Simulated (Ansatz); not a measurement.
Space group P3₁21 (No. 152); a = 4.8686 Å, b = 4.8686 Å, c = 5.3670 Å, α = 90.00°, β = 90.00°, γ = 120.00°

```csv
atom,site,symmetry,x,y,z
Si,3b,.2.,0.5350,0.5350,0.5000
O,6c,1,0.7243,0.1356,0.0542
```

Another polymorph of this substance is known too; which is more stable was not tested here. Dynamical quadrupoles are not included in the interpolation of the phonons between the solved wave vectors.

Q: By how much do the lattice constants and the volume change from 300 K to 600 K (the quasi-harmonic free energy, DFT at the LDA level (Ansatz, an electronic-structure program)), and how far does the bulk modulus soften?

A: a by 0.48 %, c by 0.31 %, the volume by 1.28 %; B_T goes from 31.6 to 28.4 GPa. The crystal is held in this phase throughout; melting and phase transitions are not modelled.

The PAW data sets were generated under PBE and serve the other functionals too.
